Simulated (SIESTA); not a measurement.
A relaxation of the atoms of Zn3Ga2Te6 (P1, 11 atoms in the cell) with SIESTA.

Method: SIESTA with LDA PW92, numerical atomic orbitals TZP, PseudoDojo LDA standard norm-conserving potentials (rewritten from UPF to PSML).

The change in words: atoms moved at random; MD.TypeOfRun: default → CG; MD.Steps: default → 40; MD.MaxForceTol: default → 0.03 eV/Ang. Reference geometry:
```yaml
crystal:
  lattice:
    - [6.88509, -3.03190, 0.00000]
    - [6.88509, 3.03190, 0.00000]
    - [-2.86982, 0.00000, 8.17547]
  atoms:
    - { symbol: Zn, position: [0.66964, 0.00770, 0.67452] }
    - { symbol: Zn, position: [0.99230, 0.33036, 0.32548] }
    - { symbol: Zn, position: [0.36365, 0.63635, 0.50000] }
    - { symbol: Ga, position: [0.65508, 0.01292, 0.16284] }
    - { symbol: Ga, position: [0.98708, 0.34492, 0.83716] }
    - { symbol: Te, position: [0.94161, 0.74529, 0.92519] }
    - { symbol: Te, position: [0.25471, 0.05839, 0.07481] }
    - { symbol: Te, position: [0.56809, 0.43421, 0.76986] }
    - { symbol: Te, position: [0.56579, 0.43191, 0.23014] }
    - { symbol: Te, position: [0.25102, 0.08230, 0.58367] }
    - { symbol: Te, position: [0.91770, 0.74898, 0.41633] }
```

Reference input (self-consistent single point, DFT, LDA PW92, numerical atomic orbitals TZP, PseudoDojo LDA standard norm-conserving potentials (rewritten from UPF to PSML)): XC.functional = LDA; XC.authors = PW92; potentials = PseudoDojo LDA standard; PAO.BasisSize = TZP; PAO.EnergyShift = 0.01 Ry; MeshCutoff = 400 Ry; kgrid.MonkhorstPack = 5 5 3; OccupationFunction = FD; ElectronicTemperature = 10 K; MaxSCFIterations = 150; SCF.Mixer.Method = Pulay; SCF.Mixer.Weight = 0.25. This run's input differs from it in these lines:

```diff
@@ -19,13 +19,13 @@
 %block AtomicCoordinatesAndAtomicSpecies
-     2.727797898   -2.006935886    5.514514652  1
-     8.172565102   -2.006935886    2.660950348  1
-     5.450181500    0.826799130    4.087732500  1
-     4.131919120   -1.946964904    1.331292721  2
-     6.768443880   -1.946964904    6.844172279  2
-     8.959332331   -0.595222608    7.563858463  3
-     1.941030669   -0.595222608    0.611606537  3
-     4.691568391   -0.405910772    6.293963485  3
-     6.208794609   -0.405910772    1.881501515  3
-     0.619912110   -0.511542168    4.771773657  3
-    10.280450890   -0.511542168    3.403691343  3
+     2.704449532   -1.969843621    5.490764926  1
+     8.222812667   -2.021546612    2.613974126  1
+     5.470939012    0.802213453    4.086833199  1
+     4.101906538   -1.968606606    1.348730987  2
+     6.670861141   -1.950154463    6.751339874  2
+     9.011941277   -0.608520521    7.568624759  3
+     1.892534067   -0.558333481    0.609619899  3
+     4.698285957   -0.413560256    6.302972847  3
+     6.135540769   -0.479570783    1.926466573  3
+     0.693545915   -0.434240846    4.780390597  3
+    10.349176755   -0.504183747    3.485347888  3
 %endblock AtomicCoordinatesAndAtomicSpecies
@@ -51,2 +51,5 @@
 Diag.ParallelOverK           true
+MD.TypeOfRun                 CG
+MD.Steps                     40
+MD.MaxForceTol               0.03 eV/Ang
 WriteForces                  true
```

Log, with long lists cut:

```
        iscf     Eharris(eV)        E_KS(eV)     FreeEng(eV)     dDmax    Ef(eV) dHmax(eV)
   scf:    1   -37566.529560   -38032.942536   -38032.942585  1.365163 -1.176765 70.245600
   scf:    2   -38213.743078   -38252.847913   -38252.847913  1.545890 -2.865678 13.600816
   scf:    3   -38276.705730   -38268.565799   -38268.565799  0.567903 -3.430111  5.085276
   scf:    4   -38270.486699   -38269.684386   -38269.684386  0.144812 -3.469546  2.113318
   scf:    5   -38270.054825   -38269.927809   -38269.927809  0.088964 -3.709981  0.434294
   [... 5 lines left out ...]
   scf:   11   -38269.943129   -38269.943129   -38269.943129  0.000092 -3.302920  0.000605
   scf:   12   -38269.943129   -38269.943129   -38269.943129  0.000032 -3.303115  0.000231
   scf:   13   -38269.943129   -38269.943129   -38269.943129  0.000020 -3.303187  0.000074
   scf:   14   -38269.943129   -38269.943129   -38269.943129  0.000006 -3.303194  0.000020
SCF Convergence by DM+H criterion
max |DM_out - DM_in|         :     0.0000058288
max |H_out - H_in|      (eV) :     0.0000198231
SCF cycle converged after 14 iterations

Using DM_out to compute the final energy and forces

siesta: E_KS(eV) =           -38269.9431

siesta: E_KS - E_eggbox =    -38269.9431

siesta: Atomic forces (eV/Ang):
     1    0.109766   -0.191794    0.376397
     2    0.014212    0.387430    0.239988
     3    0.176233    0.124084    0.191302
     4   -0.261692   -0.257652   -0.202322
     5    0.927301    0.031308    0.617527
     6   -0.390970   -0.043377   -0.206373
     7    0.019963   -0.401058   -0.119222
     8   -0.612735    0.641639   -0.059362
     9    0.784205    0.492527   -0.085716
    10   -0.283249   -0.576690   -0.517589
    11   -0.484877   -0.207516   -0.242758
   [... lines left out ...]
outcell: Cell volume (Ang**3)        :    341.3241
        iscf     Eharris(eV)        E_KS(eV)     FreeEng(eV)     dDmax    Ef(eV) dHmax(eV)
siesta: FreeEng =    -38270.207607
   [... lines left out ...]
siesta:     0.029378    0.000003   -0.000967
siesta:     0.000003    0.028609    0.000060
siesta:    -0.000966    0.000060    0.029349

siesta: Cell volume =        341.324100 Ang**3

siesta: Pressure (static):
siesta:                Solid            Molecule  Units
siesta:          -0.00031707         -0.00031775  Ry/Bohr**3
siesta:          -0.02911204         -0.02917446  eV/Ang**3
siesta:         -46.64262462        -46.74263645  kBar
```

The run converged. 

Summary of the result:
| Quantity | Result |
|---|---|
| Free energy E − TS | -38270.2076 eV |
| Top of the valence band (on the code's own zero) | -3.79 eV |
| Gap on the k-point mesh | 0.45 eV |
| Pressure | -4.66 GPa |
| Largest force (vector length) | 0.033 eV/Å |
| Relaxation steps | 12 |

The starting cell comes from a database of computed structures (which also holds hypothetical and non-ambient phases and stackings), without a prior relaxation at this level. For this run, on top of that: atoms moved at random. Spin-orbit coupling is off. Values carry the incompleteness of an atom-centred basis.

Cost on one core of a shared machine: roughly 10 min.
